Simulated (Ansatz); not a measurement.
Base system: Sc in the fcc (Cu type) structure (space group Fm-3m, No. 225; a = 4.553 Å). Axes: x, y, z lie along the cube axes.

Calculations: DFT with PBEsol, PAW potentials and a 420 eV plane-wave cutoff in Ansatz (a program for electronic structure), no spin-orbit coupling.

Before the change:

The shortest interatomic distance is 3.219 Å.

Now apply this change: a free-standing slab of 7 layers (7 atoms, 1 a layer) is cut normal to [111], with 15 Å of vacuum and the in-plane cell held at bulk.

**Question.** Predict the new excess energy per area of both faces.

**Answer.** The excess energy per area of both faces (slab less bulk energy over the cell's area: twice a surface energy) amounts to 2.6 J/m² (uncertain by up to 0.1 J/m²).

**Question.** What happens to the shortest interatomic distance?

**Answer.** The shortest interatomic distance falls by 0.091 Å to 3.128 Å.

**Question.** What does the calculation give for the change of the spacing d23 from its bulk value of 2.629 Å after the change?

**Answer.** The change of the spacing d23 from its bulk value of 2.629 Å comes out as +1.0 %.

**Question.** What does the calculation give for the change of the spacing d12 from its bulk value of 2.629 Å after the change?

**Answer.** The change of the spacing d12 from its bulk value of 2.629 Å is -4.3 %.

The excess energy carries the mismatch between the slab's and the bulk's meshes. Stability against distortions was not tested. The final runs are not spin-polarised. This is not the structure that Sc has at room temperature and ambient pressure.
